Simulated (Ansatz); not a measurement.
The reference is GaAs (space group P4_2/mnm, No. 136; a = 7.025 Å, c = 4.062 Å; a hypothetical phase, not in the database extracts checked).

(Cell as relaxed with PBE.)

Levels (all Ansatz, an electronic-structure program, PAW): PBE (420 eV, no SOC); PBEsol (420 eV, no spin-orbit coupling).

Each level relaxes its own structure.

| base | PBE | PBEsol |
|---|---|---|
| volume per atom | 25.05 Å³ | 23.94 Å³ |
| lattice parameter a | 702.5 pm | 691.7 pm |
| band gap | 0.21 eV | 0.48 eV |

Perturbation: holes 2.0×10^21 cm⁻³, on a uniform background at fixed cell.

```json
[
 {"quantity": "gap character", "PBE": "direct at Γ", "PBEsol": "direct at Γ"},
 {"quantity": "gap between the host's bands", "PBE": "0.22 eV", "PBEsol": "0.50 eV"},
 {"quantity": "shift of the gap caused by the change", "PBE": "+0.01 eV", "PBEsol": "+0.01 eV"}
]
```

PBE's gap between the host's bands lies 0.272 eV below PBEsol's; the two agree on the gap character and shift of the gap caused by the change. Neither level is exact; PBEsol is the comparison here, not a measurement.

Carriers are added with a uniform compensating background; total energy and stress of such cells depend on the potential's zero and are not compared; many-body gap narrowing is missing at this level. Whether these cells are dynamically stable was not tested. A zero or small gap of GaAs can be the functional's error rather than a property of the material.
